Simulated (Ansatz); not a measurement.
Results of LDA in Ansatz (PAW) for PbZrO3 (Pm-3m, No. 221, 5 atoms in the cell; start mp-1068577; cubic high-temperature phase).

Run with plane-wave cutoff 500 eV, 10×10×10 k mesh, gaussian smearing 0.02 eV, scalar-relativistic PAW data made under PBE.

Cell (relaxed at this level):

```cif
data_O3PbZr
_chemical_formula_sum 'Zr1 Pb1 O3'
_space_group_name_H-M_alt 'P 1'
_space_group_IT_number 1
_cell_length_a 4.10859
_cell_length_b 4.10859
_cell_length_c 4.10859
_cell_angle_alpha 90.000
_cell_angle_beta 90.000
_cell_angle_gamma 90.000
loop_
_space_group_symop_operation_xyz
  'x, y, z'
loop_
_atom_site_label
_atom_site_type_symbol
_atom_site_fract_x
_atom_site_fract_y
_atom_site_fract_z
_atom_site_occupancy
Zr1 Zr 0.00000 0.00000 0.00000 1
Pb1 Pb 0.50000 0.50000 0.50000 1
O1 O 0.50000 0.00000 0.00000 1
O2 O 0.00000 0.50000 0.00000 1
O3 O 0.00000 0.00000 0.50000 1
```

Give the computed band gap.


- band gap: 2.36 eV (on the SCF k mesh)

Note: the relaxation could not lower the start's symmetry, so the cell can be a saddle point above a distorted one.

Spin–orbit coupling is not included; with these elements it can move the gap by several tenths of an eV or more.

The result took roughly 50 core-seconds.

A start named mp-… is a Materials Project structure, which need not be a measured phase.

Ansatz is a first-principles code.
